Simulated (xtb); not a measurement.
xtb 6.7.1, GFN2-xTB: Ti(Br)3(OiPr) (CC(C)[O][Ti]([Br])([Br])[Br]), 15 atoms. The geometry is a generated start, not checked to be a minimum at this level.

```json
{
  "method": "GFN2-xTB",
  "--acc": "1 (default)",
  "--etemp (K)": "300 (default)",
  "detailed input (--input)": "none: ANC optimiser, Lindh (1995) Hessian, microcycle=20, maxdispl=1.0, hlow=0.01 (default)",
  "basis_functions": "63",
  "valence_electrons": "50"
}
```

```xyz
15

Ti     0.4605     0.8130     1.8850
Br     2.5571    -0.2346     1.5905
Br    -0.3379    -0.0381     3.9394
Br     0.9870     3.1000     2.1469
O     -0.5910     0.5610     0.6424
C     -0.7639     0.0146    -0.6195
C     -0.7078    -1.5115    -0.4833
C      0.3505     0.5511    -1.5282
H     -1.7481     0.3268    -1.0083
H      0.2191    -1.7917     0.0262
H     -0.7358    -1.9840    -1.4594
H     -1.5528    -1.8653     0.1073
H      0.3954     1.6410    -1.4468
H      1.3137     0.1310    -1.2285
H      0.1539     0.2866    -2.5638
```

Charge 0 and multiplicity 1 are set for this test and not shown to be the ground state.

The structure is relaxed from this start with --opt LEVEL for the levels crude, sloppy, loose, lax, normal, tight, vtight, extreme, once each. Up to the end of the extreme run atoms move by at most 0.76 Å along an axis.

Problem. What is the loosest level that ends within 1 meV of the extreme run, and how many cycles does it take?

Solution. vtight: 86 cycles against 101, ending 0.026 meV above.

```tsv
level	cycles	energy above the extreme run (meV)	gradient norm (eV/Å)
crude	1	14	0.15
sloppy	1	14	0.15
loose	1	14	0.15
lax	8	7.7	0.050
normal	14	7.0	0.0086
tight	15	6.9	0.0077
vtight	86	0.026	0.0017
extreme	101	—	0.0012
```
